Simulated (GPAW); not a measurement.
A self-consistent single point of KMg6Ti (Amm2, 8 atoms in the cell) with GPAW.

Level of theory: LDA (Perdew-Wang 92), GPAW PAW datasets LDA (gpaw-data 1.0.1) (plane waves; GPAW).

The change in words: lattice scaled by 1.03. Reference geometry:
```
CELL_PARAMETERS angstrom
      5.28092     0.00000     0.00000
      0.00000     3.32535     5.63971
      0.00000    -3.32535     5.63971
ATOMIC_POSITIONS crystal
  K  0.50000 0.58367 0.58367
  Mg 0.00000 0.93012 0.40694
  Mg 0.00000 0.40694 0.93012
  Mg 0.00000 0.40631 0.40631
  Mg 0.50000 0.60837 0.07183
  Mg 0.50000 0.07183 0.60837
  Mg 0.50000 0.07662 0.07662
  Ti 0.00000 0.91614 0.91614
```
Moments meant for the start (each program seeds them in its own way; μB, in the order of the atoms K Mg Mg Mg Mg Mg Mg Ti): 0.0 0.0 0.0 0.0 0.0 0.0 0.0 1.0.

Reference input (self-consistent single point, DFT LDA (Perdew-Wang 92), plane waves, GPAW PAW datasets LDA (gpaw-data 1.0.1)): spinpol = true; mode = pw; ecut = 800 eV; xc = LDA; kpts = 4 3 3; mesh shift (steps) = 0.5 0.5 0.5; occupations.name = methfessel-paxton; occupations.width = 0.136 eV; occupations.order = 0; nbands = -14; symmetry.symmorphic = false; symmetry.tolerance = 0.0005. This run's input differs from it in these lines:

```diff
@@ -6,13 +6,13 @@
 atoms = Atoms(['K', 'Mg', 'Mg', 'Mg', 'Mg', 'Mg', 'Mg', 'Ti'],
-              cell=[[5.280920, 0.000000, 0.000000],
-                    [0.000000, 3.325350, 5.639710],
-                    [0.000000, -3.325350, 5.639710]],
-              positions=[[2.640460, -0.000000, 6.583459],
-                         [0.000000, 1.739757, 7.540631],
-                         [0.000000, -1.739757, 7.540631],
-                         [0.000000, 0.000000, 4.582941],
-                         [2.640460, 1.784183, 3.836131],
-                         [2.640460, -1.784183, 3.836131],
-                         [2.640460, 0.000000, 0.864229],
-                         [0.000000, 0.000000, 10.333528]],
+              cell=[[5.439348, 0.000000, 0.000000],
+                    [0.000000, 3.425110, 5.808901],
+                    [0.000000, -3.425110, 5.808901]],
+              positions=[[2.719674, -0.000000, 6.780962],
+                         [0.000000, 1.791949, 7.766849],
+                         [0.000000, -1.791949, 7.766849],
+                         [0.000000, 0.000000, 4.720429],
+                         [2.719674, 1.837709, 3.951214],
+                         [2.719674, -1.837709, 3.951214],
+                         [2.719674, 0.000000, 0.890156],
+                         [0.000000, 0.000000, 10.643533]],
               pbc=True)
```

Output (repeated stretches shortened):

```
     iter     time        total  log10-change:  magmom
                         energy   eigst   dens
iter:   1 --:--:--   -18.262102                   +1.0088
iter:   2 --:--:--   -18.122461   -0.61  -1.41    +1.4312
iter:   3 --:--:--   -18.035964   -1.50  -1.51    +1.7734
iter:   4 --:--:--   -17.819381   -1.59  -1.56    +1.8701
iter:   5 --:--:--   -17.873340   -2.24  -1.87    +1.8598
iter:   6 --:--:--   -17.872769   -3.09  -2.04    +1.9025
iter:   7 --:--:--   -17.816486   -2.58  -2.16    +2.0761
iter:   8 --:--:--   -17.816090   -3.63  -2.53    +2.1257
iter:   9 --:--:--   -17.815104c  -4.19  -2.55    +2.1646
   [... lines left out ...]
iter:  42 --:--:--   -17.807187c  -7.30  -4.05c   +2.0761
iter:  43 --:--:--   -17.806801c  -6.27  -4.00c   +2.0567
iter:  44 --:--:--   -17.806999c  -6.82  -3.63    +2.0654
iter:  45 --:--:--   -17.807178c  -6.74  -3.85    +2.0751
iter:  46 --:--:--   -17.807062c  -7.19  -4.01c   +2.0692
iter:  47 --:--:--   -17.806987c  -7.33  -3.84    +2.0655
iter:  48 --:--:--   -17.806997c  -8.83c -3.76    +2.0659
iter:  49 --:--:--   -17.806983c  -8.89c -3.78    +2.0651
iter:  50 --:--:--   -17.807043c  -7.00  -3.78    +2.0662
iter:  51 --:--:--   -17.807032c  -7.39  -4.04c   +2.0648
iter:  52 --:--:--   -17.807105c  -7.79c -4.16c   +2.0687
Converged after 52 iterations.

Dipole moment: (-0.000000, 0.000000, 5.203246) |e|*Ang

Total magnetic moment: (0.000000, 0.000000, 2.068654)
Local magnetic moments:
   0 K  ( 0.000000,  0.000000, -0.003037)
   1 Mg ( 0.000000,  0.000000, -0.000405)
   2 Mg ( 0.000000,  0.000000, -0.000405)
   3 Mg ( 0.000000,  0.000000, -0.001801)
   4 Mg ( 0.000000,  0.000000,  0.003114)
   5 Mg ( 0.000000,  0.000000,  0.003114)
   6 Mg ( 0.000000,  0.000000,  0.003106)
   7 Ti ( 0.000000,  0.000000,  1.155030)

Energy contributions relative to reference atoms: (reference = -72077.999145)

Kinetic:        -26.121743
Potential:      +32.219225
External:        +0.000000
XC:             -22.636843
Entropy (-ST):   -0.042366
Local:           -1.246561
SIC:             +0.000000
--------------------------
Free energy:    -17.828288
   [... lines left out ...]
Fermi level: 3.00692
No gap
   [... lines left out ...]
  2 Mg    0.00000   -0.07420    0.02307
  3 Mg    0.00000    0.00000   -0.04286
  4 Mg    0.00000    0.06896    0.04266
  5 Mg    0.00000   -0.06896    0.04266
  6 Mg    0.00000    0.00000   -0.10086
  7 Ti    0.00000    0.00000    0.01491

Stress tensor:
     0.031606     0.000000     0.000000
     0.000000     0.027689     0.000000
     0.000000     0.000000     0.022781
Stress (GPa, Voigt): [5.0639 4.4362 3.6499 0.     0.     0.    ]
```

The run converged in 52 iterations. GPAW prints stress with tension positive. Against the reference run the free energy rises by 49.6 meV/atom, the pressure goes from -2.46 to -4.38 GPa, the largest force goes from 0.035 to 0.101 eV/Å and the size of the net moment moves little (0.24 to 0.26 μB/atom).

The starting cell comes from a database of computed structures (which also holds hypothetical and non-ambient phases and stackings), without a prior relaxation at this level. For this run, on top of that: lattice scaled by 1.03. With one magnetic atom in the cell only a parallel order is possible.

Cost on one core of a shared machine: roughly 20 min.
